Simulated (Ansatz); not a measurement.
The parent structure is Mo in the bcc (W type) structure (space group Im-3m, No. 229; a = 3.130 Å; relaxed with 0.1 eV smearing). Axes: x, y, z lie along the cube axes.

The values are results of PBEsol/PAW in Ansatz (a program for electronic structure), no spin-orbit coupling, not measurements.

One thing is altered: the cell is scaled by 1.0110 in all directions; the atoms relax in the strained cell.

**Question.** Predict the stress tensor and what it implies for the stiffness.

**Answer.** Stress of the strained cell less that of the base (GPa, compression positive):
```
   -8.6     0.0     0.0
    0.0    -8.6     0.0
    0.0     0.0    -8.6
```

Then B = −ΔP/(ΔV/V₀) with ΔV/V₀ = 0.0334 gives secant stiffness values (nonlinear terms included at this strain): B ≈ 257 GPa.

As a check, the harmonic strain energy −½ V₀ Δσ:ε is 14 meV/atom; the computed energy rise is 14 meV/atom.

Whether these cells are dynamically stable was not tested. The final runs are not spin-polarised.
